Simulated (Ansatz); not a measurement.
Defect: interstitial Mg in anatase TiO2, charge state +2. The step: Mg moves alone to another site (a rearrangement that moves the defect's centre by under 1 Å); the atom moves 0.92 Å along (0.00, 0.00, 0.10) of the unit cell; the moving atom starts with neighbours 2 O at 1.94, 2 O at 1.97, O at 2.12 Å and ends with 2 O at 1.94, 2 O at 1.97, O at 2.12 Å. A PBE band in Ansatz (plane-wave PAW, the Γ point alone, 108 host sites, 22 SCF runs with any check of the saddle's order, static, no finite-size correction) gives a forward barrier of 0.14 eV. The saddle point's order was not checked, and it lies on a symmetry element of the cell, where a band can be held. The charge state is imposed; whether it is stable for some Fermi level was not computed. Sites that were not tried may lie lower.

Single points at the band's start and saddle point can refine it. Rough cost of one point, in units of the band's mean SCF on the same machine:

| Level | Cost of one point |
|---|---|
| PBE, a 2×2×2 k-point mesh shifted by half a step | about 8 |
| r2SCAN at 500 eV, the Γ point alone | about 2 |

Problem. Which of these move the barrier by more than 0.1 eV, and how far does each move it?

Solution. Not one does. PBE, a 2×2×2 k-point mesh shifted by half a step: 0.00 eV; r2SCAN at 500 eV, the Γ point alone: +0.01 eV. Each functional is compared with PBE at the same k-points.

Ansatz is a quantum-chemistry and plane-wave program.
